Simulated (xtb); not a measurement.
xtb 6.7.1, GFN2-xTB: Te(iPr)(OSiH3) (CC(C)[Te]O[SiH3]), 16 atoms. The geometry is a generated start, not checked to be a minimum at this level.

```
Quantity                  Result
-----------------  -------------
run flags                 --grad
method                  GFN2-xTB
--acc                1 (default)
--etemp (K)        300 (default)
basis functions               46
valence electrons             38
```

```xyz
16

Te     0.4902     0.1710     1.9916
C     -1.0903    -0.6526     0.7145
C     -0.6790    -1.9956     0.1423
C     -1.4740     0.3314    -0.3726
H     -1.9193    -0.7787     1.4149
H     -1.4600    -2.3817    -0.5132
H      0.2350    -1.8903    -0.4400
H     -0.5050    -2.7218     0.9338
H     -1.7529     1.2982     0.0466
H     -2.3190    -0.0535    -0.9448
H     -0.6373     0.4780    -1.0553
O      1.8069     0.4396     0.5161
Si     2.2295     1.6982    -0.4116
H      1.4994     1.5934    -1.6792
H      3.6633     1.4859    -0.5678
H      1.9124     2.9785     0.2249
```

One run each on 1 thread. Values of broydamp tried: 0.02, 0.05, 0.1, 0.2, 0.4 (default), 0.6, 0.8, 1.

Question: How does the count of SCC iterations change with broydamp, and where is it least?

Answer: Fewest SCC iterations, within one of each other: 0.4 (default) with 15, 0.6 with 14, 0.8 with 15. The count rises to 24 at 1. All converge to one solution.

```tsv
broydamp	SCC iterations	end
0.02	22	same solution
0.05	20	same solution
0.1	19	same solution
0.2	17	same solution
0.4 (default)	15	same solution
0.6	14	same solution
0.8	15	same solution
1	24	same solution
```
